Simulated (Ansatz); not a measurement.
For ZnSO4 (F-43m, No. 216; start mp-545756; another space group than a measured phase of this formula), LDA (PAW; Ansatz, a quantum-chemistry and plane-wave program) gives:

* **equilibrium lattice constant a**: 7.706 Å
* **formation enthalpy**: -1.626 eV/atom

**Question.** What does PBEsol in Ansatz (plane waves, PAW) give for the same quantities?

**Answer.** 
- lattice constant a: 7.793 Å (grows by 1.1 %)
- formation enthalpy: -1.420 eV/atom (moves by +0.206 eV/atom)

Changes are worked out from the printed values.

Unless a cell is named, each level is at its own relaxed cell (LDA 19.07, PBEsol 19.72 Å³/atom).

Caveats: the relaxation could not lower the start's symmetry, so the cell can be a saddle point above a distorted one (LDA, PBEsol). Ansatz's density-functional and Hartree–Fock values are scalar-relativistic unless marked +SOC, with PAW data made under PBE.

A start named mp-… is a Materials Project structure, which can be a computed phase never made.
